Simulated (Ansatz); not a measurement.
Take NiO in the rock salt structure (space group Fm-3m, No. 225; ferromagnetic) as the base.

```xyz
2
Lattice="0.0000 2.0953 2.0953 2.0953 0.0000 2.0953 2.0953 2.0953 0.0000" Properties=species:S:1:pos:R:3 pbc="T T T"
O      0.0000     0.0000     0.0000
Ni     2.0953     2.0953     2.0953
```

Cartesian axes are those of the cell as printed.

Method: r2SCAN (Ansatz, a program for electronic structure), no spin-orbit coupling, earlier PAW set.

Before the change:

| Quantity | Value |
|---|---|
| Shortest interatomic distance | 209.5 pm |
| Band gap | 0.85 eV |

The change: uniaxial stress, 3 GPa compression along x, with the cell and atoms free to relax against it.

### Question
How does this affect the mean lateral Poisson ratio, shortest interatomic distance, energy relative to the base and band gap?

### Answer
The mean lateral Poisson ratio comes out as 0.26; the shortest interatomic distance drops by 1.9 pm (209.5 pm → 207.6 pm); the energy rises by 0.8 meV/atom; the band gap decreases by 0.077 eV to 0.78 eV.

Load acts through the strain it causes; cell and atoms are relaxed under it. Stability under load was not tested beyond the relaxation. No Hubbard U is applied and the magnetic state is the run's own (NiO ferromagnetic); other magnetic orders, which need larger cells, were not tried and can change the gap. Where the two band edges lie in opposite spin channels, the gap is a spin-flip gap. In its common phase, real NiO is an antiferromagnetic insulator at low temperature.
